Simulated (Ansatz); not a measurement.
Functionals compared on NH3 on the 1x1 (110) surface of zinc-blende GaAs (cut with top plane As + Ga), one in a 2x1 cell, started at the site 'top Ga', in Ansatz (plane waves, PAW). The structure was relaxed with PBE; the other rows are single points on it, each with its references at the same level. Cutoff 420 eV (500 eV for r2SCAN). HSE06 used the coarser mesh 2x3x1.

Host crystal: zinc-blende GaAs, with a band gap (PBE, scalar-relativistic without spin-orbit coupling).

Model: 24-atom slab, 8.6 Å thick at the start under the adsorbate (thin: gaps and levels are the slab's own), 3x4x1 mesh, Fermi-Dirac 0.01 eV, dipole correction, 8 atoms held, the rest relaxed; no symmetry held; no spin, no spin-orbit, no U, no dispersion correction. At the end it is bonded to Ga. In PBE it is, or lies within 0.03 eV of, the lowest of the starts that converged. These notes are the PBE run's. Adsorption energies are against NH3(g). A negative adsorption energy means that the adsorbate is more stable on the surface than in its reference.

| functional | adsorption energy (eV) | rough cost of the single point |
|---|---|---|
| PBE | -0.94 | – |
| RPBE | -0.69 | very roughly 90 core-seconds |
| r2SCAN | -1.16 | roughly 3 core-minutes |
| HSE06 | -1.05 | very roughly 60 core-minutes |

Ansatz is a first-principles code.
